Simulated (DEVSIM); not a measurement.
Structure: abrupt Ge p-n junction, at 400 K.

Layer 1 from the left is Ge, thickness (μm) 4.90, Na (cm⁻³) 2.1e15, τn (s) 0.0002, τp (s) 0.0002. Layer 2 from the left is Ge, thickness (μm) 16.0, Nd (cm⁻³) 1.2e14, τn (s) 0.0002, τp (s) 0.0002.

Left contact: ohmic. Right contact: ohmic. Voltage is applied to the left contact. Recombination: SRH at mid-gap. Mobility is constant in doping.

The device is made up for the run: typed textbook-type constants, with dimensions and the other settings drawn at random. Values at 300 K; Nc and Nv go as T^1.5, mobilities as T to minus their exponent, the gap by Varshni's rule with the affinity fixed.

Ge: gap (eV) 0.664, affinity (eV) 4, permittivity 16, Nc (cm⁻³) 1.04e19, Nv (cm⁻³) 6e18, μn (cm²/Vs) 3900, μp (cm²/Vs) 1900, T exponent of μn 1.66, T exponent of μp 2.33, Varshni α (eV/K) 0.000477, Varshni β (K) 235.

DEVSIM, 1D drift-diffusion, Boltzmann statistics, complete ionisation; no tunnelling, impact ionisation, image-force lowering or self-heating.

Problem. What does the simulation give for the dark forward voltage at 100 A/cm², the potential step across the device at zero bias, the largest field in the device at zero bias?

Solution. dark forward voltage at 100 A/cm² 0.210 V; potential step across the device at zero bias 0.025 V; largest field in the device at zero bias 1300 V/cm.
